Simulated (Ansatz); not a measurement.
**Effect of uniaxial strain ε_zz = +2.75 % on Ge**

Base system: Ge in the diamond structure (space group Fd-3m, No. 227; a = 5.6762 Å). Axes: x, y, z lie along the cube axes.

Modification: the cell is stretched by 2.75 % along z with no lateral relaxation, atoms relaxed at fixed cell.

Level of theory: PBEsol in Ansatz (plane waves to 420 eV, PAW, without spin-orbit coupling). Settings: 14×14×14 k-points, 0.05 eV Fermi–Dirac smearing.

The volume per atom goes up by 0.63 Å³, from 22.86 Å³ to 23.49 Å³ and the space group changes from Fd-3m (No. 227) to I4_1/amd (No. 141). The shortest interatomic distance increases by 0.023 Å to 2.481 Å and the energy goes up by 6.0 meV/atom. The pressure (mean of the normal stresses, compression positive) goes from zero to -1.7 GPa and the band gap stays zero. The stress (xx, yy, zz, yz, xz, xy; compression positive) amounts to (-1.1, -1.1, -3.0, 0.0, 0.0, 0.0) GPa (rough).

Final structure:

```yaml
crystal:
  lattice:
    - [0.00000, 2.83808, 2.91612]
    - [2.83808, 0.00000, 2.91612]
    - [2.83808, 2.83808, 0.00000]
  atoms:
    - { symbol: Ge, position: [0.50000, 0.50000, 0.50000] }
    - { symbol: Ge, position: [0.75000, 0.75000, 0.75000] }
```

Without a gap, meshes like the base's 14×14×14 leave anisotropic stresses uncertain by several tenths of a GPa, and small strain energies with them. Stability against distortions was not tested. The zero or small gap of Ge can change with the level of theory.

Ansatz is an electronic-structure program.
